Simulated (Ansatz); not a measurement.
# Hf₂Si (model structure, started from the Ca2N type, R-3m, No. 166, 3 atoms in the cell)

The numbers are results of LDA in Ansatz (PAW), not measurements.

Run with plane-wave cutoff 520 eV, 16×16×16 k mesh, Fermi–Dirac smearing 0.05 eV, scalar-relativistic PAW data made under PBE.

Cell (relaxed at this level):

```xyz
3
Lattice="1.8359 1.0600 5.0637 -1.8359 1.0600 5.0637 0.0000 -2.1199 5.0637" Properties=species:S:1:pos:R:3 pbc="T T T"
Hf     0.0000     0.0000    11.5624
Hf     0.0000     0.0000     3.6287
Si     0.0000     0.0000     0.0000
```

- band gap: none
- bulk modulus: 117 GPa

Note: the bulk modulus is −V dP/dV from two relaxed cells at ±2 % in volume; the relaxation could raise the start's symmetry but not lower it, so the cell can be a saddle point.

Spin–orbit coupling is not included; it can open a gap where bands touch, and shift volumes and moduli.

The computed numbers hold no vibrational or temperature effects.

The result took very roughly 17 core-minutes.

A model structure was made by putting elements into a prototype or built by hand; it is no filed structure, need not be a known phase, and can be a saddle point held by its symmetry.

Ansatz is a first-principles code.
